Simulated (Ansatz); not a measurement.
Base system: Rh in the fcc (Cu type) structure (space group Fm-3m, No. 225; relaxed with 0.1 eV smearing).

```
Rh
1.0
    0.00000     1.90082     1.90082
    1.90082     0.00000     1.90082
    1.90082     1.90082     0.00000
Rh
1
Direct
  0.00000   0.00000   0.00000
```

Cartesian axes are those of the cell as printed.

Level of theory: r2SCAN (Ansatz, a program for electronic structure, PAW, no spin-orbit coupling), earlier PAW set.

Before the change:

- Pressure = 0.0 GPa

Now apply this change: biaxial strain −2.33 %, plane normal [001], relaxed out of plane (Cartesian); in-plane vectors clamped, the third vector and the atoms free.

Q: How does this affect the ratio −ε⊥/ε∥, pressure and energy relative to the base?

A: The ratio −ε⊥/ε∥ is 0.92; the pressure (mean of the normal stresses, compression positive) goes from zero to 8.1 GPa; the energy grows by 23 meV/atom.

Whether these cells are dynamically stable was not tested. The final runs are not spin-polarised.
